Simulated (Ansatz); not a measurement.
# FeSi (model structure, started from the WC type, P-6m2, No. 187, 2 atoms in the cell)

The numbers are results of r²SCAN (Ansatz, a quantum-chemistry and plane-wave program, PAW), not measurements.

Numerical settings: plane-wave cutoff 500 eV, 18×18×12 k mesh (along the axes of the cell as run), Fermi–Dirac smearing 0.05 eV, spin-polarised with parallel moments, scalar-relativistic PAW data made under PBE.

Cell (relaxed at this level):

```cif
data_FeSi
_chemical_formula_sum 'Fe1 Si1'
_space_group_name_H-M_alt 'P-6m2'
_space_group_IT_number 187
_space_group_name_Hall 'P -6 2'
_cell_length_a 2.82354
_cell_length_b 2.82354
_cell_length_c 3.41737
_cell_angle_alpha 90.000
_cell_angle_beta 90.000
_cell_angle_gamma 120.000
loop_
_atom_site_label
_atom_site_type_symbol
_atom_site_symmetry_multiplicity
_atom_site_Wyckoff_symbol
_atom_site_fract_x
_atom_site_fract_y
_atom_site_fract_z
_atom_site_occupancy
Fe1 Fe 1 a 0.00000 0.00000 0.00000 1
Si1 Si 1 f 0.66667 0.33333 0.50000 1
```

* **band gap**: none

Note: the magnetic order was assumed, not searched for or taken from measurement; a magnet's gap depends somewhat on the PAW data; the relaxation could raise the start's symmetry but not lower it, so the cell can be a saddle point.

Static lattice: no zero-point or thermal effects.

A model structure was made by putting elements into a prototype or built by hand; it is no filed structure, need not be a known phase, and can be a saddle point held by its symmetry.
